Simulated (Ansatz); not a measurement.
## L1₂ (Cu3Au-type) Ni3Fe

Computed with r²SCAN0 in Ansatz (plane waves, PAW).

Settings: plane-wave cutoff 520 eV, 8×8×8 k mesh, Fermi–Dirac smearing 0.05 eV, spin-polarised with parallel moments, scalar-relativistic PAW data made under PBE.

Cell: relaxed at this level.

```yaml
equilibrium_volume_per_atom: 11.14 Å³/atom
bulk_modulus: 192 GPa
equilibrium_lattice_constant_a: 3.545 Å
magnetic moment (largest site, within a sphere): 3.63 μB
```

Measured, for comparison: lattice constant a 3.545 Å (temperature not stated, copied from a table, unchecked, no zero-point or thermal correction; as tabulated in Mineralogical Magazine 44, 225 (1981)). Computed (rounded) less measured: lattice constant a not scored (unchecked).

Moments are spin moments.

Static lattice: no zero-point or thermal effects.

Cost on a shared machine: roughly 2.3 core-hours.

Ansatz is an electronic-structure program.
